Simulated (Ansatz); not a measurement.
Results of LDA in Ansatz (PAW) for CsGeBr3 (Pm-3m, No. 221, 5 atoms in the cell; start mp-570223; high-temperature phase).

Run with plane-wave cutoff 520 eV, 6×6×6 k mesh, Fermi–Dirac smearing 0.01 eV, scalar-relativistic PAW data made under PBE.

Cell (relaxed with PBEsol):

```
CELL_PARAMETERS angstrom
      5.47380     0.00000     0.00000
      0.00000     5.47380     0.00000
      0.00000     0.00000     5.47380
ATOMIC_POSITIONS crystal
  Cs 0.00000 0.00000 0.00000
  Ge 0.50000 0.50000 0.50000
  Br 0.50000 0.50000 0.00000
  Br 0.00000 0.50000 0.50000
  Br 0.50000 0.00000 0.50000
```

Task: What does this level give for the band gap and direct gap at Γ?

Result: 
band gap: 0.38 eV
direct gap at Γ: 5.10 eV

Note: held by symmetry at 0 K, a high-temperature phase can be a saddle point; cell and atoms aren't relaxed at this level (pressure -1.3 GPa).

Spin–orbit coupling is not included.

Static lattice: no zero-point or thermal effects.

A start named mp-… is a Materials Project structure, which need not be a measured phase.

Ansatz is a program for electronic structure.
